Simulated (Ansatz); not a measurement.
Where the default PAW files enter, the runs use the earlier of Ansatz's two default sets.

Crystal: La2O3 (P-3m1, 5 atoms a cell, 16.4 Å³ an atom); both levels run on this one cell.

Complex bands along the normal of (001) by Ansatz (plane waves, PAW, no spin-orbit coupling). r2SCAN gives a gap of 4.22 eV and a slowest mid-gap decay of 0.419 1/Å.

**Question.** What does PBE give on the same cell, and what does that do to the current through 2 nm?

**Answer.** Gap 3.84 eV, κ = 0.394 1/Å. The mid-gap transmission through 2 nm changes by exp(2 × 20 × (0.419 − 0.394)) = a factor of 2.7 against r2SCAN.

Ansatz is a program for electronic structure.
